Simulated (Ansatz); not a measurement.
# Equilibrium lattice constant a of Ru3Si (model structure, started from the D03 type, Fm-3m, No. 225, 4 atoms in the cell) at several levels of theory

No measured value is used here.

| level (code) | value (Å) |
|---|---|
| PBE (Ansatz) | 6.016 |
| PBEsol (Ansatz) | 5.954 |
| PBE-D3(BJ) (Ansatz) | (withheld) |

Problem. Fill in the missing entries.

Solution. 
- PBE-D3(BJ) (Ansatz, a first-principles code), value (Å): 5.963

Ansatz's density-functional and Hartree–Fock values are scalar-relativistic unless marked +SOC, with PAW data made under PBE.

A model structure was made by putting elements into a prototype or built by hand; it is no filed structure, need not be a known phase, and can be a saddle point held by its symmetry.
